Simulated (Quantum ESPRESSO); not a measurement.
Worked example: self-consistent single point of Rh2YSi2 (I4/mmm, 5 atoms in the cell) in Quantum ESPRESSO.

Computed with LDA (PZ), GBRV 1.5 ultrasoft (LDA) pseudopotentials (plane waves; Quantum ESPRESSO 7.5).

```
Y(SiRh)2
1.0
   -2.01150     2.01150     4.95000
    2.01150    -2.01150     4.95000
    2.01150     2.01150    -4.95000
Rh Y Si
2 1 2
Direct
  0.75000   0.25000   0.50000
  0.25000   0.75000   0.50000
  0.00000   0.00000   0.00000
  0.37500   0.37500   0.00000
  0.62500   0.62500   0.00000
```

Reference input (self-consistent single point, DFT, LDA (PZ), plane waves, GBRV 1.5 ultrasoft (LDA) pseudopotentials): ecutwfc = 40 Ry; ecutrho = 320 Ry; occupations = smearing; smearing = marzari-vanderbilt; degauss = 0.0147 Ry; potentials = {Rh: rh_lda_v1.4.uspp.F.UPF, Y: y_lda_v1.4.uspp.F.UPF, Si: si_lda_v1.uspp.F.UPF}; K_POINTS = automatic 8 8 8 0 0 0; conv_thr = 1e-09 Ry. This run's input differs from it in these lines:

```diff
@@ -35,3 +35,3 @@
 K_POINTS automatic
-8 8 8  0 0 0
+6 6 6  1 1 1
```

The program printed (abridged):

```
     Self-consistent Calculation

     iteration #  1     ecut=    40.00 Ry     beta= 0.70

     negative rho (up, down):  1.093E-01 0.000E+00

     total energy              =    -454.64502411 Ry
     estimated scf accuracy    <       1.08563737 Ry

     iteration #  2     ecut=    40.00 Ry     beta= 0.70

     negative rho (up, down):  1.070E-01 0.000E+00

     total energy              =    -454.43109307 Ry
     estimated scf accuracy    <       4.52414485 Ry

     iteration #  3     ecut=    40.00 Ry     beta= 0.70

     negative rho (up, down):  1.076E-01 0.000E+00

     total energy              =    -455.17289930 Ry
     estimated scf accuracy    <       0.17079554 Ry

   [... 6 blocks of this kind left out ...]

     iteration # 10     ecut=    40.00 Ry     beta= 0.70

     negative rho (up, down):  1.080E-01 0.000E+00

     total energy              =    -455.20443067 Ry
     estimated scf accuracy    <          2.6E-09 Ry

     iteration # 11     ecut=    40.00 Ry     beta= 0.70

     negative rho (up, down):  1.080E-01 0.000E+00
     End of self-consistent calculation

     the Fermi energy is    14.9134 ev

!    total energy              =    -455.20443067 Ry
     estimated scf accuracy    <          4.2E-12 Ry
     smearing contrib. (-TS)   =      -0.00017479 Ry
     internal energy E=F+TS    =    -455.20425588 Ry

     convergence has been achieved in  11 iterations

     negative rho (up, down):  1.080E-01 0.000E+00

     Forces acting on atoms (cartesian axes, Ry/au):

     atom    1 type  1   force =     0.00000000    0.00000000    0.00000000
     atom    2 type  1   force =     0.00000000    0.00000000    0.00000000
     atom    3 type  2   force =     0.00000000    0.00000000    0.00000000
     atom    4 type  3   force =     0.00000000    0.00000000    0.01471368
     atom    5 type  3   force =     0.00000000    0.00000000   -0.01471368

     Total force =     0.020808     Total SCF correction =     0.000001

     negative rho (up, down):  1.080E-01 0.000E+00
          total   stress  (Ry/bohr**3)                   (kbar)     P=      -39.54
  -0.00027491   0.00000000   0.00000000          -40.44        0.00        0.00
   0.00000000  -0.00027491   0.00000000            0.00      -40.44        0.00
   0.00000000   0.00000000  -0.00025653            0.00        0.00      -37.74

   JOB DONE.
```

The run converged in 11 iterations. Against the reference run the free energy rises by 2.1 meV/atom, the pressure hardly changes (-4.01 to -3.95 GPa) and the largest force goes from 0.441 to 0.378 eV/Å. The full log also holds: “c_bands:  1 eigenvalues not converged”.

The starting cell comes from a database of published, mostly measured structures (it also holds non-ambient and calculated ones), without a prior relaxation at this level. Spin polarisation is off.

Cost on one core of a shared machine: roughly 90 s.
